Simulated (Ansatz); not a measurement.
The starting structures come from a database of crystals and need not be the phases stable at ambient conditions.

Consider the following.

```yaml
crystal:
  lattice:
    - [6.29532, 0.00000, 0.00000]
    - [3.14766, 6.00232, -0.06638]
    - [3.14766, -0.53100, 1.73800]
  atoms:
    - { symbol: Zr, position: [0.00000, 0.00000, 0.00000] }
    - { symbol: S, position: [0.58864, 0.74469, 0.74469] }
    - { symbol: S, position: [0.41136, 0.25531, 0.25531] }
```

Space group of this cell: P-3m1, CdI2 type. The cell was relaxed by PBE-D3(BJ); by r2SCAN its mean pressure is 2.6 GPa.

Transport runs along the normal of the first two printed cell vectors, the (111) plane of the conventional cell.

The gap is the functional's own, uncorrected, and κ follows it; spin-orbit coupling is left out. Mid-gap values are interpolated between the computed energies.

### Question
State the band gap and the smallest decay constant κ at mid-gap according to r2SCAN (Ansatz, a program for electronic structure).

### Answer
Gap 0.96 eV on a 18×18×18 mesh; κ = 0.167 1/Å, at the zone centre.
